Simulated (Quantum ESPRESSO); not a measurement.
How a calculation on Cd4Te3Se (P1, 8 atoms in the cell) responds to its settings

```yaml
crystal:
  lattice:
    - [4.57194, 0.00000, 0.00000]
    - [0.00000, 9.15408, 0.00000]
    - [0.00000, 0.00000, 6.43104]
  atoms:
    - { symbol: Cd, position: [0.00178, 0.01566, 0.97325] }
    - { symbol: Cd, position: [0.48520, 0.75641, 0.51477] }
    - { symbol: Cd, position: [0.48640, 0.23109, 0.51256] }
    - { symbol: Cd, position: [0.99249, 0.49052, 0.02359] }
    - { symbol: Te, position: [0.00736, 0.75511, 0.25645] }
    - { symbol: Te, position: [0.03353, 0.24913, 0.25843] }
    - { symbol: Te, position: [0.50948, 0.50841, 0.73699] }
    - { symbol: Se, position: [0.48377, 0.99366, 0.72398] }
```

Base run A: PBEsol, GBRV 1.5 ultrasoft (PBESOL) pseudopotentials run with Quantum ESPRESSO, self-consistent single point.

Its settings: ecutwfc = 40 Ry; ecutrho = 200 Ry; occupations = fixed; potentials = {Cd: cd_pbesol_v1.uspp.F.UPF, Te: te_pbesol_v1.uspp.F.UPF, Se: se_pbesol_v1.uspp.F.UPF}; K_POINTS = automatic 3 2 2 0 0 0; nbnd = 40; conv_thr = 1e-09 Ry; mixing_beta = 0.7.

The starting cell comes from a database of computed structures (which also holds hypothetical and non-ambient phases and stackings), without a prior relaxation at this level. Its atoms were displaced at random from the sites of space group no. 25. Spin-orbit coupling is off. In the base run, forces exceed 1 eV/Å.

Runs:
- B: pseudopotentials: {Cd: cd_pbesol_v1.uspp.F.UPF, Te: te_pbesol_v1.uspp.F.UPF, Se: se_pbesol_v1.uspp.F.UPF} → {Cd: cd_lda_v1.uspp.F.UPF, Te: te_lda_v1.uspp.F.UPF, Se: se_lda_v1.uspp.F.UPF} [LDA (PZ)]
- C: pseudopotentials: {Cd: cd_pbesol_v1.uspp.F.UPF, Te: te_pbesol_v1.uspp.F.UPF, Se: se_pbesol_v1.uspp.F.UPF} → {Cd: cd_pbe_v1.uspp.F.UPF, Te: te_pbe_v1.uspp.F.UPF, Se: se_pbe_v1.uspp.F.UPF}; input_dft: default → blyp [BLYP]
- D: pseudopotentials: {Cd: cd_pbesol_v1.uspp.F.UPF, Te: te_pbesol_v1.uspp.F.UPF, Se: se_pbesol_v1.uspp.F.UPF} → {Cd: cd_pbe_v1.uspp.F.UPF, Te: te_pbe_v1.uspp.F.UPF, Se: se_pbe_v1.uspp.F.UPF}; input_dft: default → wc [Wu-Cohen GGA]
- E: pseudopotentials: {Cd: cd_pbesol_v1.uspp.F.UPF, Te: te_pbesol_v1.uspp.F.UPF, Se: se_pbesol_v1.uspp.F.UPF} → {Cd: cd_pbe_v1.uspp.F.UPF, Te: te_pbe_v1.uspp.F.UPF, Se: se_pbe_v1.uspp.F.UPF}; input_dft: default → vdw-df2 [vdW-DF2]
- F: pseudopotentials: {Cd: cd_pbesol_v1.uspp.F.UPF, Te: te_pbesol_v1.uspp.F.UPF, Se: se_pbesol_v1.uspp.F.UPF} → {Cd: cd_pbe_v1.uspp.F.UPF, Te: te_pbe_v1.uspp.F.UPF, Se: se_pbe_v1.uspp.F.UPF}; input_dft: default → vdw-df-cx [vdW-DF-cx]
- G: pseudopotentials: {Cd: cd_pbesol_v1.uspp.F.UPF, Te: te_pbesol_v1.uspp.F.UPF, Se: se_pbesol_v1.uspp.F.UPF} → {Cd: cd_pbe_v1.uspp.F.UPF, Te: te_pbe_v1.uspp.F.UPF, Se: se_pbe_v1.uspp.F.UPF}; input_dft: default → rvv10 [rVV10]

```csv
run,pressure (GPa),largest force (eV/Å),gap on the mesh (eV)
A,-0.35,1.338,0.199
B,-1.89,1.299,[?]
C,4.46,1.447,0.237
D,-0.24,1.350,0.188
E,5.45,1.488,0.107
F,0.08,1.352,[?]
G,[?],1.436,0.096
```

Task: Some entries are withheld; supply them.

Result: 
- B, gap on the mesh (eV): 0.074
- F, gap on the mesh (eV): 0.227
- G, pressure (GPa): 2.26

Left out of this page: 3 runs of the series held back from this collection.
